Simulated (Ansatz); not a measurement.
The starting structures come from a database of crystals and need not be the phases stable at ambient conditions.

 Where the default PAW files enter, the runs use the earlier of Ansatz's two default sets.

By PBEsol, the system below comes out a metal.

The ballistic (Sharvin) conductance counts the channels at the Fermi level: G/A = (e²/h) × channels of both spins per area.

Here is the system:

```xyz
8
Lattice="4.5494 0.0000 0.0000 0.0000 4.5494 0.0000 0.0000 0.0000 4.4129" Properties=species:S:1:pos:R:3 pbc="T T T"
Cr     3.4120     0.0000     2.2065
Cr     1.1373     0.0000     2.2065
Cr     2.2747     1.1373     0.0000
Cr     2.2747     3.4120     0.0000
Cr     0.0000     2.2747     3.3097
Cr     0.0000     2.2747     1.1032
Ge     0.0000     0.0000     0.0000
Ge     2.2747     2.2747     2.2065
```

Space group of this cell: P4_2/mmc. The cell is strained (lengths along the current scaled by 0.97, ions clamped); by PBEsol its mean pressure is 4.6 GPa.

The current flows along the normal of the first two printed cell vectors, the (001) (indices of the unstrained crystal) plane of the conventional cell. No spin-orbit coupling; the value is a mean over 0.1 eV about the Fermi level.

### Question
State the ballistic conductance per area according to PBEsol (Ansatz, a first-principles code).

### Answer
1.00 × 10¹⁵ S/m² for both spins.
